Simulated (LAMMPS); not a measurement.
MD of Cu3Au (L1_2) at zero pressure, 4000 atoms, as a crystal; each row is its own run.

Model: classical MD, pair style eam, the elements' _u3.eam files (universal-3 set of Foiles, Baskes and Daw) (LAMMPS).

| T (K) | enthalpy (eV/atom) |
|---|---|
| 200 | -3.6360 |
| 300 | -3.6095 |
| 540 | -3.5446 |
| 720 | -3.4943 |
| 900 | -3.4423 |
| 1260 | -3.3298 |

### Question
Fit a straight line, y = a + b x, to these rows (x is the first column, y the second) and predict the run at x = 1080.

### Answer
Least squares gives a = -3.6973 and b = 0.0002875. At x = 1080 the fit predicts -3.3867 eV/atom. The run itself gave -3.3883 ± 0.0002 eV/atom, so the fit is 1.6 meV/atom high.

Caution (rows 540; 720; 900; 1080; 1260): in nature this polymorph isn't the stable one over the whole range of temperature at this pressure, and short runs keep a crystal in its starting form.

Caution (rows 540; 720; 900; 1080; 1260): a run this short can hold a crystal over, or a liquid under, the potential's own melting point, which these runs don't give.
